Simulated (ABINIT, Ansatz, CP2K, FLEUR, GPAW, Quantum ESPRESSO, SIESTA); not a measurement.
Code comparison for WC (P-6m2, 2 atoms in the cell)

Self-consistent single point, at a second geometry (lattice scaled by 0.98). First geometry:

```
CELL_PARAMETERS angstrom
      2.84426     0.00000     0.00000
     -1.42213     2.46320     0.00000
      0.00000     0.00000     2.76902
ATOMIC_POSITIONS crystal
  W  0.00000 0.00000 0.00000
  C  0.66667 0.33333 0.50000
```

Shared settings, as Ansatz (a program for electronic structure) writes them: kpoints.mp_grid.grid = 9 9 8; scf.occupations.method = fermi_dirac; scf.occupations.width = 0.1 eV. Potentials and cutoffs stand in the table.

```tsv
code	model	ΔF from the first geometry (meV/atom)	pressure (GPa)	cutoff
CP2K	PBE, GPW, DZVP-MOLOPT-SR-GTH basis, GTH-PBE potentials (GTH_POTENTIALS)	178.0	68.71	grid 500 Ry
Ansatz	PBE, default PAW files	195.5	73.66	420 eV
GPAW	PBE, GPAW PAW datasets PBE (gpaw-data 1.0.1)	196.0	–	900 eV
FLEUR	PBE, all-electron FLAPW (FLEUR), scalar-relativistic valence	200.6	–	Kmax 4.4 1/bohr
ABINIT	PBE, norm-conserving pseudopotentials (PseudoDojo nc-sr-05 PBE standard)	196.8	74.31	41 Ha
Quantum ESPRESSO	PBE, SSSP 1.1.2 efficiency (PBE) pseudopotentials	201.4	74.12	45 Ry
SIESTA	GGA PBE, numerical atomic orbitals TZP, PseudoDojo PBE standard norm-conserving potentials (rewritten from UPF to PSML)	209.3	78.49	grid 350 Ry
```

For Quantum ESPRESSO (by 1.7 GPa) the energy change implies a higher mean pressure, against the two pressures, than for the other programs: a sign of finite-basis (Pulay) stress.

A dash marks a value that a program does not give, or that is left out as unsure.

On Ansatz's run: spin-orbit coupling is off. Spin polarisation is off.

The spread over the programs that give each value: ΔF from the first geometry within 31.3 meV/atom; pressure within 9.78 GPa.

CP2K and SIESTA use small atom-centred bases, whose incompleteness enters pressures, forces and empty levels differently from a plane-wave cutoff. FLEUR treats all electrons, but the usual bases taken here (sphere radii, linearisation, local orbitals, empty states) were not tested for convergence, so the values are no reference for the others. Ansatz's pressure is given at a fixed set of plane waves, as the other plane-wave codes print theirs; with its correction for the finite basis it is 74.05 GPa (the shift of 0.40 GPa shows how far the cutoff is from converged). The pressure of GPAW is left out: its cutoff lies under the one at which its stress was checked. In the pressure, CP2K (by 5.41) and SIESTA (by 4.37) lie more than 1 GPa from the median of the plane-wave programs.

The starting cell comes from a database of computed structures (which also holds hypothetical and non-ambient phases and stackings), without a prior relaxation at this level. Its lattice was rescaled by a random factor within 2.5 % of one. For this run, on top of that: lattice scaled by 0.98.

Left out of this page: Elk (not drawn, or without a comparable value).

Keys are those of Ansatz 0.2.
